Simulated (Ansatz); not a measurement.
The starting structures come from a database of crystals and need not be the phases stable at ambient conditions.

The decay constant κ of evanescent states in the gap governs leakage through a thin film.

Here is the system:

```xyz
6
Lattice="7.0229 0.0000 0.0000 0.0142 7.4342 0.0000 3.5115 0.0000 2.3613" Properties=species:S:1:pos:R:3 pbc="T T T"
Ag     0.0100     3.7250     0.0000
Ag     2.7978     1.8681     0.0000
Ag     4.2600     5.5671     0.0000
Ag     0.0187     0.0071     0.0000
S      1.5594     5.5760     0.0000
S      5.4990     1.8642     0.0000
```

Space group of this cell: Cm. The cell is taken as given; by PBEsol its mean pressure is -3.0 GPa.

Transport runs along the normal of the first two printed cell vectors.

No gap correction and no spin-orbit coupling; mid-gap values are interpolated between computed energies.

**Question.** Give the band gap and the smallest decay constant κ at mid-gap that PBEsol run with Ansatz (a program for electronic structure) yields.

**Answer.** Gap 1.11 eV on a 12×4×12 mesh; κ = 0.106 1/Å, at the zone centre.
